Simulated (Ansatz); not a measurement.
Take TiAl$_{3}$ (space group I4/mmm, No. 139; relaxed with 0.1 eV smearing) as the base.

```
CELL_PARAMETERS angstrom
     -1.91312     1.91312     4.27709
      1.91312    -1.91312     4.27709
      1.91312     1.91312    -4.27709
ATOMIC_POSITIONS crystal
  Al 0.50000 0.50000 0.00000
  Al 0.75000 0.25000 0.50000
  Al 0.25000 0.75000 0.50000
  Ti 0.00000 0.00000 0.00000
```

Cartesian axes are those of the cell as printed.

Method: r2SCAN (Ansatz, an electronic-structure program; PAW; 500 eV plane waves; no spin-orbit coupling).

Before the change:

```
Property           Result
---------------  --------
Volume per atom  15.65 Å³
```

Perturbation: uniaxial stress, 8 GPa compression along z, with the cell and atoms free to relax against it.

Q: What happens to the mean lateral Poisson ratio and volume per atom?

A: The mean lateral Poisson ratio is 0.19; the volume per atom falls by 0.339 Å³ (15.65 Å³ → 15.32 Å³).

Load acts through the strain it causes; cell and atoms are relaxed under it. Stability under load was not tested beyond the relaxation. All final runs are without spin polarisation.
